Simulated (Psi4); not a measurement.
Psi4 1.11, PBE0/def2-svp: Cd(Me)2 ([CH3][Cd][CH3]), 9 atoms. The geometry is a generated start, not checked to be a minimum at this level.

```yaml
task: energy
method: pbe0
basis: def2-svp
memory: 3 GB
maxiter: 100
keys_of_the_molecule_block: symmetry c1
scf_type: df (default)
e_convergence: 1e-06 (default)
d_convergence: 1e-06 (default)
dft_radial_points: 75 (default)
dft_spherical_points: 302 (default)
effective_core_potentials: those of the basis set, past Kr
basis_functions: 89
grid_points: 195468
```

```xyz
9

Cd     0.0215    -0.0080     0.0241
C      1.6966     0.2629    -1.3945
H      2.4129    -0.5560    -1.3201
H      2.2300     1.1936    -1.1981
H      1.3315     0.2963    -2.4217
C     -1.6945    -0.2637     1.3966
H     -2.2472    -1.1749     1.1646
H     -2.3857     0.5766     1.3150
H     -1.3652    -0.3269     2.4342
```

Charge 0 and multiplicity 1 are set for this test and not shown to be the ground state.

With the defaults (diis = true, scf_initial_accelerator = adiis, damping_percentage = 0, diis_start = 1, guess = auto, which took SAD, diis_max_vecs = 10) it converges in 8 SCF iterations. One run each on 2 threads, with these changes:
- diis_max_vecs = 20
- diis_max_vecs = 3
- scf_initial_accelerator = none
- damping_percentage = 20
- diis_start = 4
- diis = false, scf_initial_accelerator = none, damping_percentage = 60
- guess = huckel
- guess = core
- guess = sadno

### Question
Which of these changes keep the SCF from converging, or lead it to another solution?

### Answer
No convergence: diis = false, scf_initial_accelerator = none, damping_percentage = 60 (the run ends without SCF convergence in 100 iterations). The rest reach the solution of the defaults.

```
setting                                                                SCF iterations             end
---------------------------------------------------------------------  --------------  --------------
the defaults                                                                        8   same solution
guess = sadno                                                                       8   same solution
diis_max_vecs = 3                                                                   8   same solution
diis_max_vecs = 20                                                                  8   same solution
scf_initial_accelerator = none                                                      8   same solution
guess = huckel                                                                      9   same solution
diis_start = 4                                                                     12   same solution
guess = core                                                                       13   same solution
damping_percentage = 20                                                            18   same solution
diis = false, scf_initial_accelerator = none, damping_percentage = 60             100  no convergence
```
